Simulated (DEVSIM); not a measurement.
Structure: abrupt In0.53Ga0.47As n-p junction, at 300 K.

Layer 1 from the left is In0.53Ga0.47As, thickness (μm) 20.0, Nd (cm⁻³) 2.5e16, τn (s) 1.4e-8, τp (s) 1.4e-8. Layer 2 from the left is In0.53Ga0.47As, thickness (μm) 0.840, Na (cm⁻³) 5.4e16, τn (s) 1.4e-8, τp (s) 1.4e-8.

Left contact: ohmic. Right contact: ohmic. Voltage is applied to the left contact. Recombination: SRH at mid-gap, radiative. Mobility is constant in doping.

The device is made up for the run: typed textbook-type constants, with dimensions and the other settings drawn at random. Values at 300 K.

In0.53Ga0.47As: gap (eV) 0.74, affinity (eV) 4.51, permittivity 13.9, Nc (cm⁻³) 2.1e17, Nv (cm⁻³) 7.7e18, μn (cm²/Vs) 12000, μp (cm²/Vs) 300, B (cm³/s) 9.6e-11.

Estimate by hand the built-in potential, the peak field at zero bias, the capacitance at 0.6 V, and compare with a numerical solution.


- Built-in potential: ni = √(Nc Nv) exp(−Eg/2kT) = 7.74e11 cm⁻³ with Eg = 0.740 eV; Vbi = kT/q ln(Na Nd/ni²) = 0.557 V; numerical 0.557 V.
- Peak field at zero bias: depletion approximation: W = √(2εVbi/(qN)) = 0.224 μm with N = 1.71e16 cm⁻³; field = 2Vbi/W = 49800 V/cm; numerical 47400 V/cm (estimate above by 5.0 %).
- Capacitance at 0.6 V: C = √(qεN / 2(Vbi + |V|)) = 38.2 nF/cm²; numerical 39.1 nF/cm² (estimate below by 2.3 %).

Simulated with DEVSIM: 1D drift-diffusion, Boltzmann statistics, complete ionisation; no tunnelling, impact ionisation, image-force lowering or self-heating.
